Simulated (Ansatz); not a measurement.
Results of PBEsol in Ansatz (PAW) for ScGeO (model structure, started from the ZrSiS type, P4/nmm, No. 129, 6 atoms in the cell).

Settings: plane-wave cutoff 520 eV, 16×16×8 k mesh (along the axes of the cell as run), Fermi–Dirac smearing 0.05 eV, scalar-relativistic PAW data made under PBE.

Cell (relaxed at this level):

```cif
data_Ge2O2Sc2
_chemical_formula_sum 'Sc2 Ge2 O2'
_space_group_name_H-M_alt 'P4/nmm :1'
_space_group_IT_number 129
_space_group_name_Hall 'P 4ab 2ab -1ab'
_cell_length_a 3.33463
_cell_length_b 3.33463
_cell_length_c 7.45960
_cell_angle_alpha 90.000
_cell_angle_beta 90.000
_cell_angle_gamma 90.000
loop_
_space_group_symop_operation_xyz
  'x, y, z'
  '-y+1/2, x+1/2, z'
  '-x, -y, z'
  'y+1/2, -x+1/2, z'
  'x+1/2, -y+1/2, -z'
  '-y, -x, -z'
  '-x+1/2, y+1/2, -z'
  'y, x, -z'
  '-x+1/2, -y+1/2, -z'
  'y, -x, -z'
  'x+1/2, y+1/2, -z'
  '-y, x, -z'
  '-x, y, z'
  'y+1/2, x+1/2, z'
  'x, -y, z'
  '-y+1/2, -x+1/2, z'
loop_
_atom_site_label
_atom_site_type_symbol
_atom_site_symmetry_multiplicity
_atom_site_Wyckoff_symbol
_atom_site_fract_x
_atom_site_fract_y
_atom_site_fract_z
_atom_site_occupancy
Sc1 Sc 2 c 0.50000 0.00000 0.33829 1
Ge1 Ge 2 a 0.00000 0.00000 0.00000 1
O1 O 2 c 0.00000 0.50000 0.39036 1
```

What does this level give for the bulk modulus?


- bulk modulus: 116 GPa

The run finds no gap.

Note: the bulk modulus is −V dP/dV from two relaxed cells at ±2 % in volume; the relaxation could raise the start's symmetry but not lower it, so the cell can be a saddle point.

Computed values are for the static lattice.

A model structure was made by putting elements into a prototype or built by hand; it is no filed structure, need not be a known phase, and can be a saddle point held by its symmetry.

Ansatz is a quantum-chemistry and plane-wave program.
